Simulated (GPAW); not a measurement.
Band structure of Mg6CdW (Amm2, 8 atoms in the cell).

```xyz
8
Lattice="4.8976 0.0000 0.0000 0.0000 3.0952 5.3516 0.0000 -3.0952 5.3516" Properties=species:S:1:pos:R:3 pbc="T T T"
Mg     2.4488    -1.5308     6.2368
Mg     2.4488     1.5308     6.2368
Mg     0.0000    -1.6409     4.4114
Mg     0.0000     1.6409     4.4114
Mg     0.0000     0.0000     7.2454
Mg     0.0000     0.0000     1.7870
Cd     2.4488     0.0000     3.5737
W      2.4488     0.0000     8.9102
```

Level of theory: PBEsol, GPAW PAW datasets PBEsol (made by gpaw-setup) (plane waves; GPAW 25.7.0).

Settings: mode = pw; ecut = 850 eV; xc = PBEsol; kpts = 4 3 3; mesh shift (steps) = 0 0 0; occupations.name = methfessel-paxton; occupations.width = 0.05 eV; occupations.order = 0; nbands = -14; convergence.forces = 0.001 eV/Å; symmetry.symmorphic = false; symmetry.tolerance = 0.0005; maxiter = 100; bandpath_npoints = 40.

The starting cell comes from a database of computed structures (which also holds hypothetical and non-ambient phases and stackings), without a prior relaxation at this level. Spin-orbit coupling is off. Spin polarisation is off.

Levels in eV from the Fermi level, bands 40 to 47:
```json
[
 {"point": "Γ", "40": "-1.83", "41": "-1.42", "42": "-1.07", "43": "-0.49", "44": "-0.32", "45": "0.81", "46": "1.16", "47": "2.07"},
 {"point": "X", "40": "-1.20", "41": "-1.06", "42": "-0.22", "43": "0.76", "44": "0.85", "45": "0.90", "46": "1.25", "47": "1.41"},
 {"point": "S", "40": "-1.03", "41": "-0.67", "42": "0.00", "43": "0.20", "44": "0.44", "45": "1.16", "46": "1.54", "47": "1.85"},
 {"point": "R", "40": "-1.71", "41": "-1.63", "42": "-0.78", "43": "-0.14", "44": "0.08", "45": "0.55", "46": "0.89", "47": "2.82"},
 {"point": "A", "40": "-0.89", "41": "-0.58", "42": "-0.39", "43": "-0.18", "44": "-0.17", "45": "0.33", "46": "2.08", "47": "2.10"},
 {"point": "Z", "40": "-1.28", "41": "-1.11", "42": "-0.96", "43": "-0.75", "44": "-0.61", "45": "-0.58", "46": "-0.42", "47": "0.04"},
 {"point": "Y", "40": "-0.72", "41": "-0.44", "42": "-0.19", "43": "0.36", "44": "0.46", "45": "1.46", "46": "1.61", "47": "1.76"},
 {"point": "X1", "40": "-1.20", "41": "-1.06", "42": "-0.22", "43": "0.76", "44": "0.85", "45": "0.90", "46": "1.25", "47": "1.41"},
 {"point": "A1", "40": "-0.89", "41": "-0.58", "42": "-0.39", "43": "-0.18", "44": "-0.17", "45": "0.33", "46": "2.08", "47": "2.10"},
 {"point": "T", "40": "-1.88", "41": "-1.67", "42": "-0.48", "43": "-0.12", "44": "0.15", "45": "0.62", "46": "1.41", "47": "2.56"}
]
```

Bands cross the Fermi level along this path, so the cell is metallic at this level.
